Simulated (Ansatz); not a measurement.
```
CELL_PARAMETERS angstrom
      0.00000     3.09593     3.09593
      3.09593     0.00000     3.09593
      3.09593     3.09593     0.00000
ATOMIC_POSITIONS crystal
  Pb 0.00000 0.00000 0.00000
  Se 0.50000 0.50000 0.50000
```

No spin polarisation.

Computed with plane-wave PAW DFT at the LDA level (Ansatz, a quantum-chemistry and plane-wave program, 420 eV), no spin-orbit coupling. Settings: 10×10×10 k-points, 0.05 eV Fermi–Dirac smearing.

Problem. What is the computed band gap?

Solution. 0.29 eV.

Problem. What is the computed electron mass?

Solution. 0.11 mₑ along k, 0.11 mₑ across (at L).

Problem. Predict the space group.

Solution. Fm-3m (No. 225).

With Pb present, leaving out spin-orbit coupling can change the band edges. The cells carry an imposed strain or load. Masses are band curvatures over ±0.01 Å⁻¹ around the edge. Along k means along the line from Γ to the band edge. Stability against distortions was not tested. The cell was made from PbSe in the rock salt structure (space group Fm-3m, No. 225) by this change: isotropic strain +2.50 %. The zero or small gap of PbSe can change with the level of theory.
